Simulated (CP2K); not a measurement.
# Refining one setting for ZnS (P6_3mc, 8 atoms in the cell)

```
CELL_PARAMETERS angstrom
      3.88475     0.00000     0.00000
     -1.94237     3.36429     0.00000
      0.00000     0.00000    12.70041
ATOMIC_POSITIONS crystal
  Zn 0.66667 0.33333 0.74993
  Zn 0.33333 0.66667 0.24993
  Zn 0.00000 0.00000 0.50000
  Zn 0.00000 0.00000 0.00000
  S  0.66667 0.33333 0.93773
  S  0.33333 0.66667 0.43773
  S  0.00000 0.00000 0.68734
  S  0.00000 0.00000 0.18734
```

Computed with PBE, GPW, DZVP-MOLOPT-SR-GTH basis, GTH-PBE potentials (GTH_POTENTIALS) in CP2K.

The starting cell comes from a database of computed structures (which also holds hypothetical and non-ambient phases and stackings), without a prior relaxation at this level. Its lattice was rescaled by a random factor within 2.5 % of one. Values carry the incompleteness of an atom-centred basis.

Held fixed: REL_CUTOFF = 40 Ry; KPOINTS/SCHEME = MONKHORST-PACK 5 5 2; GAMMA_CENTERED = T; XC_FUNCTIONAL = PBE; Zn/BASIS_SET = DZVP-MOLOPT-SR-GTH; Zn/POTENTIAL = GTH-PBE-q12; S/BASIS_SET = DZVP-MOLOPT-SR-GTH; S/POTENTIAL = GTH-PBE-q6; METHOD = GPW; EPS_DEFAULT = 1e-10; NGRIDS = 5; SCF_GUESS = ATOMIC; EPS_SCF = 1e-06; MAX_SCF = 100; ADDED_MOS = 12; MIXING/METHOD = BROYDEN_MIXING; MIXING/ALPHA = 0.3; MIXING/NBUFFER = 8; MIXING/BETA = 1 1/bohr.

ΔF is the free energy per atom less that of the last row (1200 Ry).

| CUTOFF | ΔF (meV/atom) | pressure (GPa) | largest force (eV/Å) | gap on the mesh (eV) |
|---|---|---|---|---|
| 480 Ry | 0.64 | -1.65 | 0.014 | 1.904 |
| 540 Ry | -0.12 | -1.58 | 0.014 | 1.904 |
| 600 Ry | -0.25 | -1.60 | 0.012 | 1.904 |
| 690 Ry | -0.26 | -1.60 | 0.017 | 1.904 |
| 900 Ry | 0.00 | -1.60 | 0.016 | 1.904 |
| 1050 Ry | 0.04 | -1.60 | 0.013 | 1.904 |
| 1200 Ry | 0.00 | -1.60 | 0.019 | 1.904 |

Gap on the mesh within 0.01 eV of the last row: from CUTOFF = 480 Ry on, the coarsest one. The value it settles on is 1.904 eV at this level of theory and with the other settings as held.

The gap is read on the k-point mesh of the run and can differ from the gap over the whole zone at this level.

Left out of this page: 5 runs of the series unsound by tests on forces, stress, charge or solver warnings.
